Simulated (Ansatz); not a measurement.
Abridged Ansatz (an electronic-structure program) output:

```
Pseudopotential: Ga, paw, valence charge 13
Pseudopotential: O, paw, valence charge 6
Crystal: 5 atoms, lattice volume = 58.901 Å³
Basis set: ecut = 500 eV, 1515 PW (Γ), exchange–correlation on 240×240×240 points (64 copies of the dense FFT grid, shifted against one another)
Bands: 27, of which v1, the nominal top of the filled ones, is band 22 counted from 1 (21 counted from 0)
Symmetry: 12 space group operations
k-points: 231 of 2197
Functional: x = r2scan, c = r2scan; τ floored in thin density (d = 2e-4 eV/Å³)
SCF iter   1: F=—  HF=-9287.913059 eV  |F-HF|=—  |Δ(HF+E_count)|=         —  Δρ=1.49e-2  dr2=1.25e-1  dr2_τ=1.96e-1  ethr=1.77e-3  ⟨swp⟩=6.0  Hψ=26942  notcnv=0
SCF iter   2: F=—  HF=-9287.986035 eV  |F-HF|=—  |Δ(HF+E_count)|=   7.30e-2  Δρ=7.25e-3  dr2=3.01e-2  dr2_τ=1.58e-3  ethr=2.84e-4  ⟨swp⟩=2.5  Hψ=14120  notcnv=0  defer=231
SCF 1 converged in 11 iterations: F = -9287.981209 eV  dr2 = 2.27e-10
SCF converged after 11 iterations
Free energy (F): -9287.981209 eV
Internal energy: -9287.981209 eV  (E = F + TS)
E sigma→0 (E₀):  -9287.981209 eV
Fermi energy:    7.457885 eV
--- Forces (eV/Å), atoms counted from 1 ---
  atom   1  Ga     0.00000000    -0.00000000     0.22981844
  atom   2  Ga     0.00000000     0.00000000    -0.22981844
  atom   3  O     -0.00000000     0.00000000    -0.00000000
  atom   4  O      0.00000000    -0.00000000     0.21654894
  atom   5  O      0.00000000     0.00000000    -0.21654894
--- Stress (GPa, compression-positive) ---
       -1.520978       0.000000      -0.000000
        0.000000      -1.520978      -0.000000
        0.000000      -0.000000      -1.355309
  P = ⅓ Tr σ = -1.4658 GPa (-14.658 kbar)
```

Question: What was computed, and what are the main results?

Answer: Ga2O3, 5 atoms in the cell, with Ansatz r2SCAN, scalar-relativistic without spin-orbit coupling. The last SCF converged to F = -9287.981209 eV, or -1857.5962 eV per atom, at a pressure of -1.47 GPa. The total energy compares only with runs of the same code, potentials and settings.

Single points use the geometry relaxed with PBEsol. Stability against distortions was not tested. The cell is Ga$_{2}$O$_{3}$ (space group R-3m, No. 166; a hypothetical phase, not in the database extracts checked).
